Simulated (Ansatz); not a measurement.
**Sn on the 1x1 (111) surface of fcc Ir, one in a 2x2 cell, started at the site 'hollow Ir-Ir-Ir over Ir at depth 2.2 Å'**

Method: PBE (plane waves to 420 eV, PAW; Ansatz, a first-principles code).

Set-up: 17 atoms, 6.6 Å thick at the start under the adsorbate (thin: gaps and levels are the slab's own); mesh 6x6x1; 0.1 eV smearing; dipole correction on; 8 atoms held, the rest relaxed; held to the start's symmetry, so lower structures may exist; no spin, no spin-orbit, no U, no dispersion correction. At the end it is bonded to 3 Ir. In PBE it is, or lies within 0.03 eV of, the lowest of the starts that converged.

The adsorption energy against an atom of beta tin comes out as -30.7 kcal/mol. The work function of the top face comes out as 4.42 eV. The change of the work function is -1.07 eV. The change of the step from the bottom to the top vacuum level, against the clean slab comes out as -1.07 eV and the energy released by relaxation comes out as 0.20 eV. The height of the binding atom over the mean of the host atoms within 0.3 Å of the top one is 219.9 pm and the nearest host atoms of the binding atom is Ir at 2.73 Å, Ir at 2.73 Å, Ir at 2.73 Å. The largest move of a host atom is 0.06 Å. The caution comes out as the clean host was not checked against rearrangement in a larger or rattled cell and the cost is around 4 core-minutes (rough).

A negative adsorption energy means that the adsorbate is more stable on the surface than in its reference.
